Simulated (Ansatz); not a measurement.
Take Li2S in the anti-fluorite structure (space group Fm-3m, No. 225) as the base.

```
Li2S
1.0
    0.00000     2.82746     2.82746
    2.82746     0.00000     2.82746
    2.82746     2.82746     0.00000
Li S
2 1
Cartesian
  1.41373   1.41373   1.41373
  4.24119   4.24119   4.24119
  0.00000   0.00000   0.00000
```

Method: Ansatz (a first-principles code) PBEsol, no spin-orbit coupling.

Strains are applied to the cell and any free atomic positions relax.

One change was made to it. Results:

The electron mass goes from 0.62 mₑ along k, 0.33 mₑ across (at X) to 0.64 mₑ along k, 0.34 mₑ across (at X); the energy rises by 6.7 meV/atom; the valley order (the lowest conduction-band minima on the path, energy above the VBM, named in the base's zone) changes from X along ⟨100⟩ 3.20 eV; Γ 4.21 eV to X along ⟨100⟩ 3.24 eV; Γ 3.92 eV.

Question: What was done to the base?
A. isotropic strain +2.50 %
B. isotropic strain +1.00 %
C. isotropic strain +2.00 %
D. isotropic strain −0.50 %
E. isotropic strain +0.50 %

Answer: C, isotropic strain +2.00 %. For comparison, the valley order in the other runs: isotropic strain +0.50 % gives X along ⟨100⟩ 3.21 eV; Γ 4.14 eV; isotropic strain +2.50 % gives X along ⟨100⟩ 3.25 eV; Γ 3.85 eV; isotropic strain −0.50 % gives X along ⟨100⟩ 3.19 eV; Γ 4.29 eV; isotropic strain +1.00 % gives X along ⟨100⟩ 3.23 eV; Γ 4.06 eV.

The levels and masses belong to the bands next to the band gap. Masses are band curvatures over ±0.01 Å⁻¹ around the edge. Along k means along the line from Γ to the band edge. Whether these cells are dynamically stable was not tested.
